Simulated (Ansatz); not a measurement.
A self-consistent single point of F2 (P1, 4 atoms in the cell) with Ansatz (a quantum-chemistry and plane-wave program).

Method: PBEsol, default PAW files made with PBE (plane waves; Ansatz).

```
F2
1.0
    2.56910    -1.59194     0.00000
    2.56910     1.59194     0.00000
   -0.56492     0.00000     6.63070
F
4
Direct
  0.59666   0.91616   0.60550
  0.40417   0.08467   0.40204
  0.08467   0.40417   0.90204
  0.91533   0.59583   0.09796
```

Reference input (self-consistent single point, DFT, PBEsol, plane waves, default PAW files made with PBE): basis.ecutwfc = 30.9 Ry; kpoints.mp_grid.grid = 8 8 3; hamiltonian.xc = pbesol; hamiltonian.pseudopotentials = {kind: paw} (the program's default PAW files); scf.occupations.method = fermi_dirac; scf.occupations.width = 0.0007 Ry. This run's input differs from it in these lines:

Ansatz 0.2 input:
```diff
@@ -11,3 +11,3 @@
 basis:
-  ecutwfc: 30.9 Ry
+  ecutwfc: 54.0 Ry
 kpoints:
```

The program printed (abridged):

```
SCF iter   1: F=—  HF=-3190.576196 eV  |F-HF|=—  |Δ(HF+E_count)|=         —  Δρ=1.20e-2  dr2=3.14e-2  ethr=1.77e-3  ⟨swp⟩=6.0  Hψ=8668  notcnv=0
all-band conjugate gradients solve this SCF's bands
preconditioner: auto → none
SCF iter   2: F=—  HF=-3190.565840 eV  |F-HF|=—  |Δ(HF+E_count)|=   1.04e-2  Δρ=3.10e-3  dr2=1.33e-3  ethr=1.12e-4  ⟨swp⟩=2.0  Hψ=3855  notcnv=0
   [... lines left out ...]
SCF iter   5: F=—  HF=-3190.565877 eV  |F-HF|=—  |Δ(HF+E_count)|=   8.81e-5  Δρ=5.52e-4  dr2=1.02e-4  ethr=3.20e-6  ⟨swp⟩=2.0  Hψ=2151  notcnv=0
SCF iter   6: F=—  HF=-3190.565872 eV  |F-HF|=—  |Δ(HF+E_count)|=   4.50e-6  Δρ=1.28e-4  dr2=4.69e-6  ethr=3.65e-7  ⟨swp⟩=1.0  Hψ=1764  notcnv=0
SCF iter   7: F=—  HF=-3190.565887 eV  |F-HF|=—  |Δ(HF+E_count)|=   1.50e-5  Δρ=2.90e-5  dr2=1.09e-7  ethr=1.67e-8  ⟨swp⟩=2.4  Hψ=2406  notcnv=0
SCF iter   8: F=-3190.565888 eV  HF=-3190.565888 eV  |F-HF|=5.39e-8  |Δ(HF+E_count)|=   1.83e-7  Δρ=1.31e-5  dr2=1.82e-8  ethr=3.57e-10  ⟨swp⟩=3.7  Hψ=5421  notcnv=0
SCF 1 converged in 8 iterations: F = -3190.565888 eV  dr2 = 1.82e-8
Free energy (F): -3190.565888 eV
Internal energy: -3190.565888 eV  (E = F + TS)
E sigma→0 (E₀):  -3190.565888 eV
Fermi energy:    -1.446188 eV
--- Forces (eV/Å), atoms counted from 1 ---
  atom   1  F      0.05882417     0.68788563    -1.65153170
  atom   2  F     -0.05986479    -0.68968460     1.63427024
  atom   3  F     -0.01654274     0.25853755     0.51689051
  atom   4  F      0.01758486    -0.25673529    -0.49967603
--- Stress (GPa, compression-positive) ---
        1.458687      -0.087808       0.466513
       -0.087809      -0.381258       1.989712
        0.466493       1.989721      -8.111870
  P = ⅓ Tr σ = -2.3448 GPa (-23.448 kbar)
  The stress holds the Pulay correction. Without it, at fixed plane waves, as pw.x and ABINIT print it: P = -2.3842 GPa
```

The run converged in 8 iterations. Against the reference run the free energy falls by 11.0 meV/atom, the pressure hardly changes (-2.32 to -2.34 GPa), the largest force goes from 1.774 to 1.790 eV/Å and the gap on the mesh moves little (2.260 to 2.268 eV).

The starting cell comes from a database of computed structures (which also holds hypothetical and non-ambient phases and stackings), without a prior relaxation at this level. Its lattice was rescaled by up to half a per cent. One atom was moved a little off its site on purpose. Forces in this geometry exceed 1 eV/Å. Ansatz's pressure includes its estimate of the finite-basis (Pulay) stress.
